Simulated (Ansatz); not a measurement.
This Ansatz (a quantum-chemistry and plane-wave program) input is the reference run, C in the diamond structure (space group Fd-3m, No. 227), computed with Ansatz, LDA, PAW, cutoff 420 eV, scalar-relativistic without spin-orbit coupling:

Ansatz 0.2 input:
```yaml
crystal:
  lattice:
    - [0, 1.7658727401, 1.7658727401]
    - [1.7658727401, 0, 1.7658727401]
    - [1.7658727401, 1.7658727401, 0]
  atoms:
    - { symbol: C, position: [0, 0, 0] }
    - { symbol: C, position: [0.25, 0.25, 0.25] }
basis: { ecutwfc: 420, ecutrho_ratio: 4, xc_grid: 2, fft_grid_basis: typed }
kpoints: { mp_grid: { grid: [16, 16, 16] } }
hamiltonian:
  xc: lda
  dispersion: none
  pseudopotentials: { kind: paw }
scf: { occupations: { method: fermi_dirac, width: 0.05 }, convergence: { dr2_threshold: 0.0000000002 } }
output: { forces: true, stress: true }
checkpoint: { write: state.ck, write_every: 1000 }
```

Task: Write the input for this change: biaxial strain −3.00 %, plane normal [001], relaxed out of plane (Cartesian); in-plane vectors clamped, the third vector and the atoms free.

Result: 
Ansatz 0.2 input:
```yaml
crystal:
  lattice:
    - [2.4224015431, 0, 0]
    - [0, 2.4224015431, 0]
    - [1.2112007716, -1.2112007716, 1.7923608312]
  atoms:
    - { symbol: C, position: [0, 0, 0] }
    - { symbol: C, position: [0.75, 0.75, 0.5] }
basis: { ecutwfc: 420, ecutrho_ratio: 4, xc_grid: 2, fft_grid_basis: typed }
kpoints: { mp_grid: { grid: [16, 16, 16] } }
hamiltonian:
  xc: lda
  dispersion: none
  pseudopotentials: { kind: paw }
scf: { occupations: { method: fermi_dirac, width: 0.05 } }
relax: { f_tol: 0.005, max_steps: 50, cell: { stress_tol: 0.01, fix: [a, b, gamma] } }
output: { forces: true, stress: true }
checkpoint: { write: state.ck, write_every: 1000 }
```
This is the input that was run; other choices of cell and start would serve too.

Stability against distortions was not tested.
